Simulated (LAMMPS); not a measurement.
LAMMPS 22 Jul 2025, classical MD, Vashishta (InP.vashishta): InP, 5832 atoms.

```json
{
  "task": "MD, nve",
  "potential": "Vashishta, InP.vashishta",
  "copies_of_the_repeat_unit": "9×9×9",
  "shape (slab and sphere leave vacuum in the box)": "bulk",
  "steps": "2000",
  "timestep": "1 fs",
  "thermo": "50",
  "newton": "on (default)",
  "atom_modify sort (bins of 2 Å where set)": "1000 (default)",
  "comm_style": "brick (default)",
  "box": "52.8 × 52.8 × 52.8 Å",
  "start": "generated zinc blende lattice, warmed in an untimed run"
}
```

All runs start from one configuration, warmed at this fixed volume for 1000 steps under a thermostat at 900 K. The run at a skin of 2 Å has a mean temperature of 902 K and a mean pressure of 2.4 GPa.

Each setting ran once; only counts and results are compared.

With neigh_modify every 1 delay 0 check yes, skins of 0.1, 0.3, 0.5, 1, 1.5, 2, 3 Å were run. Further schedules:
- skin 1 Å, every 1 delay 10 check yes
- skin 0.3 Å, every 20 delay 0 check no
- skin 0.3 Å, every 100 delay 0 check no
- skin 1 Å, every 10 delay 0 check yes
- skin 2 Å, every 1 delay 10 check yes
- skin 1 Å, every 100 delay 0 check no
- skin 2 Å, every 20 delay 0 check no

A schedule rebuilds too seldom if it shows a dangerous build, rebuilds less often than the check at every step does at that skin, or fails.

Q: Which schedules can miss pairs here, and how do rebuilds depend on the skin?

A: With the check at every step the rebuilds are 682 at 0.1 Å, 273 at 0.3 Å, 166 at 0.5 Å, 79 at 1 Å, 46 at 1.5 Å, 17 at 2 Å, 0 at 3 Å. Too seldom: skin 0.3 Å, every 20 delay 0 check no; skin 0.3 Å, every 100 delay 0 check no; skin 1 Å, every 10 delay 0 check yes; skin 1 Å, every 100 delay 0 check no.

```json
[
 {"setting": "skin 0.1 Å, every 1 delay 0 check yes", "rebuilds": "682", "dangerous builds": "—", "list entries an atom": "33.7", "change of the total energy (meV/atom)": "under 0.001"},
 {"setting": "skin 0.3 Å, every 1 delay 0 check yes", "rebuilds": "273", "dangerous builds": "—", "list entries an atom": "37.4", "change of the total energy (meV/atom)": "under 0.001"},
 {"setting": "skin 0.5 Å, every 1 delay 0 check yes", "rebuilds": "166", "dangerous builds": "—", "list entries an atom": "42.4", "change of the total energy (meV/atom)": "under 0.001"},
 {"setting": "skin 1 Å, every 1 delay 0 check yes", "rebuilds": "79", "dangerous builds": "—", "list entries an atom": "50.3", "change of the total energy (meV/atom)": "under 0.001"},
 {"setting": "skin 1.5 Å, every 1 delay 0 check yes", "rebuilds": "46", "dangerous builds": "—", "list entries an atom": "72.7", "change of the total energy (meV/atom)": "under 0.001"},
 {"setting": "skin 2 Å, every 1 delay 0 check yes", "rebuilds": "17", "dangerous builds": "—", "list entries an atom": "86.0", "change of the total energy (meV/atom)": "under 0.001"},
 {"setting": "skin 3 Å, every 1 delay 0 check yes", "rebuilds": "0", "dangerous builds": "—", "list entries an atom": "123", "change of the total energy (meV/atom)": "under 0.001"},
 {"setting": "skin 1 Å, every 1 delay 10 check yes", "rebuilds": "79", "dangerous builds": "0", "list entries an atom": "50.3", "change of the total energy (meV/atom)": "under 0.001"},
 {"setting": "skin 0.3 Å, every 20 delay 0 check no", "rebuilds": "100", "dangerous builds": "not counted", "list entries an atom": "37.4", "change of the total energy (meV/atom)": "+0.015"},
 {"setting": "skin 0.3 Å, every 100 delay 0 check no", "rebuilds": "20", "dangerous builds": "not counted", "list entries an atom": "37.4", "change of the total energy (meV/atom)": "+2.6"},
 {"setting": "skin 1 Å, every 10 delay 0 check yes", "rebuilds": "66", "dangerous builds": "0", "list entries an atom": "50.3", "change of the total energy (meV/atom)": "under 0.001"},
 {"setting": "skin 2 Å, every 1 delay 10 check yes", "rebuilds": "17", "dangerous builds": "0", "list entries an atom": "86.0", "change of the total energy (meV/atom)": "under 0.001"},
 {"setting": "skin 1 Å, every 100 delay 0 check no", "rebuilds": "20", "dangerous builds": "not counted", "list entries an atom": "50.3", "change of the total energy (meV/atom)": "under 0.001"},
 {"setting": "skin 2 Å, every 20 delay 0 check no", "rebuilds": "100", "dangerous builds": "not counted", "list entries an atom": "86.0", "change of the total energy (meV/atom)": "under 0.001"}
]
```

Where the energy changes as in the checked runs, the late rebuilds cost nothing that shows in this run. List entries are as LAMMPS prints them (Ave neighs/atom).
